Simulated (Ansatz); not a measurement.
## PbSe: response to strain

Base system: PbSe in the rock salt structure (space group Fm-3m, No. 225).

```
PbSe
1.0
    0.00000     3.02042     3.02042
    3.02042     0.00000     3.02042
    3.02042     3.02042     0.00000
Pb Se
1 1
Direct
  0.00000   0.00000   0.00000
  0.50000   0.50000   0.50000
```

Cartesian axes are those of the cell as printed.

Strains are applied to the cell and any free atomic positions relax.

All numbers come from LDA (Ansatz, a program for electronic structure), no spin-orbit coupling.

Notes on the quantities. energy relative to the base: free energy F.

| case | energy relative to the base | volume per atom |
|---|---|---|
| base | 0 meV/atom | 27.55 Å³ |
| tensor shear ε_xy = +1.43 % | … | 27.55 Å³ |
| tensor shear ε_xy = +1.71 % | +1.7 meV/atom | 27.55 Å³ |
| tensor shear ε_xy = +1.14 % | … | 27.55 Å³ |
| tensor shear ε_xy = +2.00 % | … | 27.54 Å³ |
| tensor shear ε_xy = +0.86 % | +0.4 meV/atom | 27.55 Å³ |
| tensor shear ε_xy = +0.57 % | +0.2 meV/atom | 27.55 Å³ |
| tensor shear ε_xy = +0.29 % | +0.1 meV/atom | 27.55 Å³ |

Task: Complete the table.

Result: 
- tensor shear ε_xy = +1.43 %, energy relative to the base: +1.2 meV/atom
- tensor shear ε_xy = +1.14 %, energy relative to the base: +0.8 meV/atom
- tensor shear ε_xy = +2.00 %, energy relative to the base: +2.4 meV/atom

A case with no gap was solved on a k-mesh chosen for an insulator, which is coarse for it. Stability against distortions was not tested. The final runs are not spin-polarised.
